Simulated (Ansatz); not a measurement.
The parent structure is HfS2 in the CdI2 type structure (space group P-3m1, No. 164; a = 3.606 Å, c = 5.768 Å; layered, stacked along the Cartesian z axis).

One thing is altered: a free-standing slab of 2 layers (6 atoms, 3 a layer) is cut normal to the stacking axis, with 15 Å of vacuum and the in-plane cell relaxed.

Levels (all Ansatz, a first-principles code, PAW): PBE-D3(BJ) (420 eV, no spin-orbit coupling); PBE+SOC (420 eV, spin-orbit coupling included).

The geometry is relaxed with PBE-D3(BJ).

| Property | Result |
|---|---|
| PBE-D3(BJ) lowest conduction level above the VBM at special points | M 1.13 eV; Γ 2.02 eV; K 2.75 eV |
| PBE-D3(BJ) smallest direct gap | 2.00 eV |
| PBE-D3(BJ) valence-band top at Γ | 0.00, 0.00, -0.09 eV |

### Question
What does PBE+SOC give at this geometry for the lowest conduction level above the VBM at special points, smallest direct gap, valence-band top at Γ and hole mass?

### Answer
The lowest conduction level above the VBM at special points goes from M 1.13 eV; Γ 2.02 eV; K 2.75 eV to M 1.06 eV; Γ 1.93 eV; K 2.67 eV; the smallest direct gap shrinks by 0.07 eV, from 2.00 eV to 1.93 eV; the valence-band top at Γ (three highest Kramers pairs, from the VBM) becomes 0.00, -0.09, -0.13 eV (PBE-D3(BJ): 0.00, 0.00, -0.09 eV); the hole mass (in plane) amounts to 0.24 mₑ (at Γ).

Single points use the geometry relaxed with PBE-D3(BJ). The spin-orbit shifts are approximate. With Hf present, leaving out spin-orbit coupling can change the band edges. Effective masses come from finite differences of ±0.01 Å⁻¹. Whether these cells are dynamically stable was not tested.
